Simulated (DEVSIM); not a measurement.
System: TaN/HfO2/SiO2/p-Si capacitor, at 300 K.

| layer (left to right) | material | thickness (nm) | Na (cm⁻³) |
|---|---|---|---|
| 1 | HfO2 | 8.40 | - |
| 2 | SiO2 | 1.10 | - |
| 3 | Si | 7800 | 5.4e15 |

Metal gate on the left, work function 4.4 eV. Fixed charge at the semiconductor interface 0 cm⁻² (in units of +e); no interface traps.

This is a model device: material constants are rounded textbook-type values typed into the input, and sizes, dopings and lifetimes were drawn at random. Values at 300 K.

```tsv
parameter	HfO2	SiO2	Si
gap (eV)	5.7	9	1.124
affinity (eV)	2.5	0.9	4.05
permittivity	22	3.9	11.7
Nc (cm⁻³)	-	-	2.86e19
Nv (cm⁻³)	-	-	3.1e19
```

DEVSIM, 1D Poisson equation in equilibrium, Boltzmann statistics, complete ionisation; no quantum confinement or tunnelling. Metal contacts follow the ideal Schottky-Mott rule: no Fermi-level pinning, no interface dipoles.

### Question
Tabulate band edges, carrier densities and field at -0.1 V on the gate.

### Answer
Energies count from the Fermi level of the right contact; mesh points crowd at the junctions.

| x (μm) | Ec (eV) | Ev (eV) | n (cm⁻³) | p (cm⁻³) | field (V/cm) |
|---|---|---|---|---|---|
| 0.000 | 2.000 | -3.700 | < 1e2 | < 1e2 | 14000 |
| 0.001509 | 2.002 | -3.698 | < 1e2 | < 1e2 | 14000 |
| 0.004340 | 2.006 | -3.694 | < 1e2 | < 1e2 | 14000 |
| 0.007148 | 2.010 | -3.690 | < 1e2 | < 1e2 | 14000 |
| 0.008786 | 3.615 | -5.385 | < 1e2 | < 1e2 | 78000 |
| 0.009470 | 3.620 | -5.380 | < 1e2 | < 1e2 | 63000 |
| 0.01114 | 0.474 | -0.650 | 3.1e11 | 3.8e8 | 26000 |
| 0.01815 | 0.492 | -0.632 | 1.5e11 | 7.6e8 | 25000 |
| 0.03285 | 0.529 | -0.595 | 3.8e10 | 3.1e9 | 24000 |
| 0.06953 | 0.611 | -0.513 | 1.5e9 | 7.5e10 | 21000 |
| 0.1611 | 0.768 | -0.356 | 3600000 | 3.3e13 | 13000 |
| 0.5438 | 0.900 | -0.224 | 22000 | 5.3e15 | 57 |
| 1.345 | 0.900 | -0.224 | 22000 | 5.4e15 | ≈ 0 |
| 3.346 | 0.900 | -0.224 | 22000 | 5.4e15 | ≈ 0 |
| 6.446 | 0.900 | -0.224 | 22000 | 5.4e15 | ≈ 0 |
| 7.282 | 0.900 | -0.224 | 22000 | 5.4e15 | ≈ 0 |
| 7.599 | 0.900 | -0.224 | 22000 | 5.4e15 | ≈ 0 |
| 7.726 | 0.900 | -0.224 | 22000 | 5.4e15 | ≈ 0 |
| 7.786 | 0.900 | -0.224 | 22000 | 5.4e15 | ≈ 0 |
| 7.801 | 0.900 | -0.224 | 22000 | 5.4e15 | ≈ 0 |
| 7.807 | 0.900 | -0.224 | 22000 | 5.4e15 | ≈ 0 |
| 7.809 | 0.900 | -0.224 | 22000 | 5.4e15 | ≈ 0 |
